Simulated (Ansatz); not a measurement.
The cell is built on a prototype and need not be the phase stable at ambient conditions.

By PBEsol, the system below comes out a metal.

A figure of merit of an interconnect metal is its ballistic conductance per area.

Data:

```
CELL_PARAMETERS angstrom
      3.75485     0.00000     0.00000
     -1.87742     3.25179     0.00000
      0.00000     0.00000     3.60264
ATOMIC_POSITIONS crystal
  Sn 0.00000 0.00000 0.00000
  Si 0.66667 0.33333 0.50000
```

Space group of this cell: P-6m2. The cell was relaxed by PBE-D3(BJ).

The current flows along the normal of the first two printed cell vectors. No spin-orbit coupling; the value is a mean over 0.1 eV about the Fermi level.

Problem. Compute, with PBEsol in Ansatz (a first-principles code), the ballistic conductance per area.

Solution. 1.5 × 10¹⁵ S/m² for both spins.
